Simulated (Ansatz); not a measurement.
CuCl (model structure, Pm-3m, No. 221, 2 atoms in the cell) was calculated with LDA in Ansatz (plane waves, PAW).

Run with plane-wave cutoff 520 eV, 18×18×18 k mesh, Fermi–Dirac smearing 0.05 eV, no spin polarisation, scalar-relativistic PAW data made under PBE.

Cell (relaxed at this level):

```cif
data_ClCu
_chemical_formula_sum 'Cu1 Cl1'
_space_group_name_H-M_alt 'Pm-3m'
_space_group_IT_number 221
_space_group_name_Hall '-P 4 2 3'
_cell_length_a 3.07068
_cell_length_b 3.07068
_cell_length_c 3.07068
_cell_angle_alpha 90.000
_cell_angle_beta 90.000
_cell_angle_gamma 90.000
loop_
_atom_site_label
_atom_site_type_symbol
_atom_site_symmetry_multiplicity
_atom_site_Wyckoff_symbol
_atom_site_fract_x
_atom_site_fract_y
_atom_site_fract_z
_atom_site_occupancy
Cu1 Cu 1 a 0.00000 0.00000 0.00000 1
Cl1 Cl 1 b 0.50000 0.50000 0.50000 1
```

Task: Predict the band gap and bulk modulus.

Result: 
band gap: 0.09 eV (under three smearing widths, so not firm)
bulk modulus: 89.4 GPa

Note: the bulk modulus is −V dP/dV from two relaxed cells at ±2 % in volume; the relaxation could raise the start's symmetry but not lower it, so the cell can be a saddle point.

Computed values are for the static lattice.

A model structure was made by putting elements into a prototype or built by hand; it is no filed structure, need not be a known phase, and can be a saddle point held by its symmetry.

Ansatz is a first-principles code.
